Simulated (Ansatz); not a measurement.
**Effect of x(Mg) = 0.75, 4 atoms, Pm-3m on Sr**

The reference is Sr in the fcc (Cu type) structure (space group Fm-3m, No. 225; a = 6.1002 Å).

The other end (x = 1) is Mg in the fcc (Cu type) structure (space group Fm-3m, No. 225; a model cell, its experimental status unchecked): 22.77 Å³/atom, gap zero; this end may not be an ambient phase.

Now apply this change: a fraction x = 0.75 of the Sr sites is given to Mg, ordered in a cell of 4 atoms (starting symmetry Pm-3m) and fully relaxed.

Method: Ansatz (a quantum-chemistry and plane-wave program) r2SCAN, spin-orbit coupling left out, earlier PAW set. k-mesh 10×10×10 (Γ-centred); smearing 0.05 eV (Fermi–Dirac), for the changed cell.

- Volume per atom: 30.26 Å³ (base 56.75 Å³)
- Density: 2.20 g/cm³ (base 2.56 g/cm³)
- Shortest interatomic distance: 3.498 Å (base 4.313 Å)
- Band gap: zero (base zero)
- Mixing energy: +0.04 eV/atom (to 0.01 eV only: unlike meshes or grids) (against an end that may be hypothetical)
- Deviation of the volume from the linear (Vegard-type) interpolation: -3.2 %

These are small ordered cells, not random alloys; other orderings at the same x differ. Whether these cells are dynamically stable was not tested. This is not the structure that Mg has at room temperature and ambient pressure.
